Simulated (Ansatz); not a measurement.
### Question
Name crystals whose band gap lies between 3.1 and 4.8 eV and whose electron conductivity mass lies between 0.46 and 0.72 mₑ, by PBEsol, rigid bands (Ansatz, a program for electronic structure).

### Answer
Many crystals can fit; among those computed here:
- NaCNO (R3m): 4.40 eV, 0.66 mₑ
- BaZrO3 (Pm-3m): 3.17 eV, 0.53 mₑ
- SrO (Fm-3m): 3.20 eV, 0.51 mₑ
- Si3N4 (P6_3/m): 4.19 eV, 0.50 mₑ
- SrZrO$_{3}$ (Pm-3m): 3.31 eV, 0.53 mₑ

Masses are for dilute carriers at 300 K, harmonic means over directions unless an axis is named. Spin-orbit coupling is left out.

SrZrO3 (Pm-3m): a high-temperature phase held by its symmetry. Formula and space group known from diffraction (Crystallography Open Database), not checked to be the room-temperature form: NaCNO (R3m).
